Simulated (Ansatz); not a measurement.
Start from CdS in the wurtzite structure (space group P6_3mc, No. 186).

```yaml
crystal:
  lattice:
    - [4.12436, 0.00000, 0.00000]
    - [-2.06218, 3.57180, 0.00000]
    - [0.00000, 0.00000, 6.70817]
  atoms:
    - { symbol: Cd, position: [0.33333, 0.66667, 0.00017] }
    - { symbol: Cd, position: [0.66667, 0.33333, 0.50017] }
    - { symbol: S, position: [0.33333, 0.66667, 0.37683] }
    - { symbol: S, position: [0.66667, 0.33333, 0.87683] }
```

Cartesian axes are those of the cell as printed.

Level of theory: Ansatz (an electronic-structure program), PBEsol, PAW, cutoff 420 eV, without spin-orbit coupling.

Before the change:

- Band gap = 1.09 eV
- Volume per atom = 24.71 Å³
- Valence-band top at Γ = 0.00, 0.00, -0.05 eV
- Pressure = 0.00 GPa
- Width of the top valence band = 1.74 eV

It is then changed as follows: biaxial strain +1.20 %, plane normal [001], relaxed out of plane (Cartesian); in-plane vectors clamped, the third vector and the atoms free.

Question: What does the calculation give for the band gap, volume per atom, valence-band top at Γ, pressure and width of the top valence band after the change?

Answer: The band gap drops by 0.01 eV to 1.08 eV; the volume per atom grows by 0.31 Å³ to 25.02 Å³; the valence-band top at Γ (three highest levels, from the VBM) changes from 0.00, 0.00, -0.05 eV to 0.00, -0.02, -0.02 eV; the pressure (mean of the normal stresses, compression positive) goes from zero to -0.76 GPa; the width of the top valence band falls by 0.037 eV to 1.71 eV.

Stability against distortions was not tested.
